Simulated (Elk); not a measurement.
Band structure of Cr₃Fe (Fm-3m, 4 atoms in the cell).

```
CELL_PARAMETERS angstrom
      0.00000     2.85276     2.85276
      2.85276     0.00000     2.85276
      2.85276     2.85276     0.00000
ATOMIC_POSITIONS crystal
  Cr 0.75000 0.75000 0.75000
  Cr 0.25000 0.25000 0.25000
  Cr 0.50000 0.50000 0.50000
  Fe 0.00000 0.00000 0.00000
```
Moments meant for the start (each program seeds them in its own way; μB, in the order of the atoms Cr Cr Cr Fe): 3.0 3.0 0.0 4.0.

Method of the run: LDA (PW92), all-electron FP-LAPW, Elk's shipped species files, LAPW+lo basis run with Elk.

Settings: xctype = 3; spinpol = true; rgkmax = 8; stype = 0; swidth = 0.00499791 Ha; ngridk = 8 8 8; reducebf = 0.5; gmaxvr = 14 1/bohr; nxoapwlo = 1; nempty = 10 per atom; bfcmt = [[0.0, 0.0, -3.0], [0.0, 0.0, -3.0], [0.0, 0.0, 0.0], [0.0, 0.0, -4.0]].

The starting cell comes from a database of computed structures (which also holds hypothetical and non-ambient phases and stackings), without a prior relaxation at this level. The magnetic order is the one reached from the typed start; others were not searched systematically. Values depend on the basis (sphere radii, cutoffs, local orbitals), which need not be converged.

Levels in eV from the Fermi level, bands 27 to 34 of the first spin channel:
```tsv
point	27	28	29	30	31	32	33	34
Γ	-1.19	-1.19	-0.28	-0.28	1.30	1.30	1.31	1.31
X	-0.56	-0.56	-0.41	0.00	0.55	0.63	0.89	0.89
W	-1.55	-1.51	-0.45	-0.01	-0.01	0.39	1.21	1.63
K	-1.38	-0.78	-0.42	-0.23	-0.10	0.43	0.94	0.99
L	-2.05	-2.04	0.03	0.03	0.62	0.62	1.10	1.10
U	-1.38	-0.78	-0.42	-0.23	-0.10	0.43	0.94	0.99
```

Bands cross the Fermi level along this path, so the cell is metallic at this level.

The net moment of the cell came out as 1.84 μB.
